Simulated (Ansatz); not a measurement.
## SrTiO3, response to strain

Consider SrTiO₃ in the cubic perovskite structure (space group Pm-3m, No. 221; a = 3.9364 Å).

Strains are applied to the cell and any free atomic positions relax.

The values are results of PBE (Ansatz, a first-principles code), scalar-relativistic without spin-orbit coupling, not measurements.

| change | band gap | smallest direct gap | pressure | width of the top valence band | volume per atom |
|---|---|---|---|---|---|
| base | 1.84 eV | 2.20 eV | 0.01 GPa | 1.01 eV | 12.20 Å³ |
| isotropic strain −3.00 % | 2.01 eV | 2.31 eV | 19.02 GPa | 1.09 eV | 11.13 Å³ |
| isotropic strain −2.40 % | 1.98 eV | 2.29 eV | 14.57 GPa | 1.06 eV | 11.34 Å³ |
| isotropic strain −1.80 % | 1.95 eV | 2.27 eV | 10.47 GPa | 1.05 eV | 11.55 Å³ |
| isotropic strain −1.20 % | 1.91 eV | 2.25 eV | 6.69 GPa | 1.04 eV | 11.77 Å³ |

Whether these cells are dynamically stable was not tested. All final runs are without spin polarisation. Many cubic perovskites are stable only at high temperature; tilts and polar distortions were not tested.
